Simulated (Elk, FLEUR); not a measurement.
An Elk input for a self-consistent single point of LiCuS2 (Pnnm, 8 atoms in the cell) (DFT, PBEsol, all-electron FP-LAPW, Elk's shipped species files, APW+lo basis with extra local orbitals):

```
tasks
  0

xctype
  22

rgkmax
  7.5

gmaxvr
  14.0

nxlo
  2

lorbcnd
  .true.

lmaxi
  2

stype
  0

swidth
  0.0001

maxscl
  100

scale
  1.889726125

avec
    5.8462290000    0.0000000000    0.0000000000
    0.0000000000    6.5215180000    0.0000000000
    0.0000000000    0.0000000000    3.3074900000

atoms
  3
  'Li.in'
  2
  0.0000000000  0.5000000000  0.5000000000    0.0 0.0 0.0
  0.5000000000  0.0000000000  0.0000000000    0.0 0.0 0.0
  'Cu.in'
  2
  0.0000000000  0.0000000000  0.0000000000    0.0 0.0 0.0
  0.5000000000  0.5000000000  0.5000000000    0.0 0.0 0.0
  'S.in'
  4
  0.1840600000  0.8540600000  0.5000000000    0.0 0.0 0.0
  0.8159400000  0.1459400000  0.5000000000    0.0 0.0 0.0
  0.6840600000  0.6459400000  0.0000000000    0.0 0.0 0.0
  0.3159400000  0.3540600000  0.0000000000    0.0 0.0 0.0

ngridk
  3 3 5
```

Task: Translate this input to FLEUR.

Result: One input that does it (others would too):

Input of the input generator:

```
LiCuS2 FLAPW
&input film=f /
11.0477716718 0.0000000000 0.0000000000
0.0000000000 12.3238829368 0.0000000000
0.0000000000 0.0000000000 6.2502502599
1.0
1.0 1.0 1.0

8
3 -0.0000000000 0.5000000000 0.5000000000
3 0.5000000000 -0.0000000000 0.0000000000
29 -0.0000000000 -0.0000000000 -0.0000000000
29 0.5000000000 0.5000000000 0.5000000000
16 0.1840600000 0.8540600000 0.5000000000
16 0.8159400000 0.1459400000 0.5000000000
16 0.6840600000 0.6459400000 0.0000000000
16 0.3159400000 0.3540600000 -0.0000000000

&comp jspins=1 /
&exco xctyp='PBEs' /
&kpt div1=3 div2=3 div3=5 /
&end /
```

```xml
<?xml version="1.0" encoding="UTF-8" standalone="no"?>
<fleurInput fleurInputVersion="0.39">
   <comment>
      LiCuS2 FLAPW                                                                                        
   </comment>
   <calculationSetup>
      <cutoffs Kmax="4.3" Gmax="17.2" GmaxXC="17.2" numbands="0"/>
      <scfLoop itmax="80" minDistance="0.00001" maxIterBroyd="99" imix="Anderson" alpha="0.05" precondParam="0.0" spinf="2.0"/>
      <coreElectrons ctail="T" frcor="F" kcrel="0" coretail_lmax="0"/>
      <xcFunctional name="PBEs" relativisticCorrections="F"/>
      <magnetism jspins="1"/>
      <soc l_soc="F" theta="0.0" phi="0.0" spav="F"/>
      <expertModes spex="0" secvar="F"/>
      <geometryOptimization l_f="T" forcealpha="1.0" forcemix="BFGS" epsdisp="0.00001" epsforce="0.00001"/>
      <ldaU l_linMix="F" mixParam="0.05" spinf="1.0"/>
   </calculationSetup>
   <cell>
      <bzIntegration valenceElectrons="48.0" mode="hist" fermiSmearingEnergy="0.0001">
         <kPointListSelection listName="default-1"/>
         <!-- k-points included here -->
         <xi:include xmlns:xi="http://www.w3.org/2001/XInclude" href="kpts.xml"> </xi:include>
      </bzIntegration>
      <!-- symmetry operations included here -->
      <xi:include xmlns:xi="http://www.w3.org/2001/XInclude" href="sym.xml"> </xi:include>
      <bulkLattice scale="1.0">
         <bravaisMatrix>
            <row-1>   11.0477716717999996     0.0000000000000000     0.0000000000000000</row-1>
            <row-2>    0.0000000000000000    12.3238829368000005     0.0000000000000000</row-2>
            <row-3>    0.0000000000000000     0.0000000000000000     6.2502502598999996</row-3>
         </bravaisMatrix>
      </bulkLattice>
   </cell>
   <atomSpecies>
      <species name="Lithium (Li)" element="Li" atomicNumber="3">
         <mtSphere radius="2.63" gridPoints="925" logIncrement="0.011"/>
         <atomicCutoffs lmax="10" lnonsphr="8"/>
         <electronConfig flipSpins="F">
            <coreConfig>(1s1/2)</coreConfig>
            <valenceConfig>(2s1/2)</valenceConfig>
            <stateOccupation state="(2s1/2)" spinUp="0.5" spinDown="0.5"/>
         </electronConfig>
         <energyParameters s="2" p="2" d="3" f="4"/>
      </species>
      <species name="Copper (Cu)" element="Cu" atomicNumber="29">
         <mtSphere radius="2.34" gridPoints="823" logIncrement="0.015"/>
         <atomicCutoffs lmax="10" lnonsphr="8"/>
         <electronConfig flipSpins="F">
            <coreConfig>(1s1/2) (2s1/2) (2p1/2) (2p3/2) (3s1/2) (3p1/2) (3p3/2)</coreConfig>
            <valenceConfig>(4s1/2) (3d3/2) (3d5/2)</valenceConfig>
            <stateOccupation state="(4s1/2)" spinUp="0.5" spinDown="0.5"/>
         </electronConfig>
         <energyParameters s="4" p="4" d="3" f="4"/>
         <lo type="HELO" l="2" n="4" eDeriv="0"/>
      </species>
      <species name="Sulfur (S)" element="S" atomicNumber="16">
         <mtSphere radius="1.53" gridPoints="539" logIncrement="0.021"/>
         <atomicCutoffs lmax="6" lnonsphr="4"/>
         <electronConfig flipSpins="F">
            <coreConfig>(1s1/2) (2s1/2) (2p1/2) (2p3/2)</coreConfig>
            <valenceConfig>(3s1/2) (3p1/2) (3p3/2)</valenceConfig>
            <stateOccupation state="(3p1/2)" spinUp="0.6666666666667" spinDown="0.6666666666667"/>
            <stateOccupation state="(3p3/2)" spinUp="1.3333333333333" spinDown="1.3333333333333"/>
         </electronConfig>
         <energyParameters s="3" p="3" d="3" f="4"/>
      </species>
   </atomSpecies>
   <atomGroups>
      <atomGroup species="Lithium (Li)">
         <relPos label="                   1">.0000000000 1.000/2.000 1.000/2.000</relPos>
         <relPos label="                   2">1.000/2.000 .0000000000 .0000000000</relPos>
         <force calculate="T" relaxXYZ="TTT"/>
      </atomGroup>
      <atomGroup species="Copper (Cu)">
         <relPos label="                   3">.0000000000 .0000000000 .0000000000</relPos>
         <relPos label="                   4">1.000/2.000 1.000/2.000 1.000/2.000</relPos>
         <force calculate="T" relaxXYZ="TTT"/>
      </atomGroup>
      <atomGroup species="Sulfur (S)">
         <relPos label="                   5">.1840600000 -.1459400000 1.000/2.000</relPos>
         <relPos label="                   6">-.1840600000 .1459400000 1.000/2.000</relPos>
         <relPos label="                   7">-.3159400000 -.3540600000 .0000000000</relPos>
         <relPos label="                   8">.3159400000 .3540600000 .0000000000</relPos>
         <force calculate="T" relaxXYZ="TTT"/>
      </atomGroup>
   </atomGroups>
   <output dos="F" band="F" slice="F">
      <checks vchk="F" cdinf="F"/>
      <bandDOS minEnergy="-.5*Htr" maxEnergy="0.5*Htr" sigma="0.015" storeEVData="T"/>
      <vacuumDOS vacdos="F" integ="F" star="F" nstars="0" locx1="0.0" locy1="0.0" locx2="0.0" locy2="0.0" nstm="0" tworkf="0.0"/>
      <unfoldingBand unfoldBand="F" supercellX="1" supercellY="1" supercellZ="1"/>
      <plotting iplot="0" polar="F">
         <plot TwoD="T" vec1="  1.0  0.0  0.0" vec2="  0.0  1.0  0.0" vec3="  0.0  0.0  1.0" zero="  0.0  0.0  0.0" file="plot"/>
      </plotting>
      <chargeDensitySlicing numkpt="0" minEigenval="0.0" maxEigenval="0.0" nnne="0" pallst="F"/>
      <specialOutput eonly="F"/>
      <magneticCircularDichroism mcd="F" energyLo="-10.0" energyUp="0.0"/>
   </output>
  <!-- We include the file relax.xml here to enable relaxations (see documentation) -->
  <xi:include xmlns:xi="http://www.w3.org/2001/XInclude" href="relax.xml"> <xi:fallback/> </xi:include>
</fleurInput>
```

Basis settings and potentials, where a program has them, do not carry over. This input uses DFT, PBEsol, all-electron FLAPW (FLEUR), scalar-relativistic valence.

The starting cell comes from a database of computed structures (which also holds hypothetical and non-ambient phases and stackings), without a prior relaxation at this level. For this run, on top of that: lattice scaled by 0.98.
